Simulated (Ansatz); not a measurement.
Br on the 1x1 (110) surface of bcc Ta, one in a 1x1 cell, energies for each (7.8 Å²). Energies are against ½ Br2(g), without zero-point or thermal terms; each row is named by its start.

The numbers are results of PBE (plane waves to 420 eV, PAW; Ansatz, an electronic-structure program), not measurements.

Set-up: 5 atoms, 6.8 Å thick at the start under the adsorbate (thin: gaps and levels are the slab's own); mesh 10x10x1; 0.1 eV smearing; dipole correction on; 2 atoms held, the rest relaxed; each run with such symmetry as its start has; no spin, no spin-orbit, no U, no dispersion correction.

A negative adsorption energy means that the adsorbate is more stable on the surface than in its reference. Heights count from the host atoms within 0.3 Å of the top one.

```
starting site              E_ads (eV)  height (Å)  nearest host atom (Å)  bonded to  Δ work function (eV)  lateral drift (Å)
-------------------------  ----------  ----------  ---------------------  ---------  --------------------  -----------------
top Ta                          -0.65        2.56                Ta 2.56         Ta                 -0.25                0.0
hollow Ta-Ta-Ta                 -1.27         ___                Ta 2.61       3 Ta                 -1.39                0.0
bridge Ta-Ta (span 2.9 Å)         ___        2.18                Ta 2.61       2 Ta                   ___                0.0
bridge Ta-Ta (span 3.3 Å)       -0.91        2.10                Ta 2.68       4 Ta                 -1.15                0.0
```

### Question
Fill in the missing entries.

### Answer

- hollow Ta-Ta-Ta, height (Å): 1.99
- bridge Ta-Ta (span 2.9 Å), E_ads (eV): -1.01
- bridge Ta-Ta (span 2.9 Å), Δ work function (eV): -0.87
